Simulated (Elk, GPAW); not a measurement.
A GPAW input for a self-consistent single point of CoNiGe (P6_3/mmc, 6 atoms in the cell) (DFT PBEsol, plane waves, GPAW PAW datasets PBEsol (made by gpaw-setup)):

```python
from ase import Atoms
from ase.units import GPa
from gpaw import GPAW

atoms = Atoms(['Co', 'Co', 'Ni', 'Ni', 'Ge', 'Ge'],
              cell=[[3.914238, 0.000000, 0.000000],
                    [-1.957119, 3.389829, 0.000000],
                    [0.000000, 0.000000, 4.980693]],
              positions=[[0.000000, 0.000000, 2.490346],
                         [0.000000, 0.000000, 0.000000],
                         [-0.000002, 2.259887, 3.735520],
                         [1.957121, 1.129942, 1.245173],
                         [-0.000002, 2.259887, 1.245173],
                         [1.957121, 1.129942, 3.735520]],
              pbc=True)

calc = GPAW(mode={'name': 'pw', 'ecut': 800},
            xc='PBEsol',
            kpts={'size': (9, 9, 6), 'gamma': True},
            occupations={'name': 'fermi-dirac', 'width': 0.1},
            nbands=-12,
            symmetry={'symmorphic': False, 'tolerance': 0.0005},
            maxiter=150)

atoms.calc = calc

energy = atoms.get_potential_energy()
print('Energy (eV):', round(energy, 6))
forces = atoms.get_forces()
print('Forces (eV/Ang):')
print(forces.round(5))
stress = atoms.get_stress()
print('Stress (GPa, Voigt):', (stress / GPa).round(4))
```

Q: Give the Elk input for the same structure, mesh, smearing and functional.

A: This is the input that was run; spellings and numerical settings could be chosen otherwise.

```
tasks
  0

xctype
  22

rgkmax
  7.0

rmtscf
  0.85

stype
  3

swidth
  0.00367493

avec
    7.3968372126    0.0000001378    0.0000000000
   -3.6984187257    6.4058488648    0.0000000000
    0.0000000000    0.0000000000    9.4121456808

atoms
  3   : nspecies
  'Co.in'   : spfname
  2   : natoms; atposl, bfcmt below
  0.0000000000  0.0000000000  0.5000000000    0.0 0.0 0.0
  0.0000000000  0.0000000000  0.0000000000    0.0 0.0 0.0
  'Ni.in'   : spfname
  2   : natoms; atposl, bfcmt below
  0.3333333333  0.6666666667  0.7500000000    0.0 0.0 0.0
  0.6666666667  0.3333333333  0.2500000000    0.0 0.0 0.0
  'Ge.in'   : spfname
  2   : natoms; atposl, bfcmt below
  0.3333333333  0.6666666667  0.2500000000    0.0 0.0 0.0
  0.6666666667  0.3333333333  0.7500000000    0.0 0.0 0.0

ngridk
  9 9 6
```

Basis, cutoffs, solver keys and any potentials are the target program's own. This input uses DFT, PBEsol, all-electron FP-LAPW, Elk's shipped species files, default APW+lo basis.

The starting cell comes from a database of computed structures (which also holds hypothetical and non-ambient phases and stackings), without a prior relaxation at this level. For this run, on top of that: lattice scaled by 0.98.
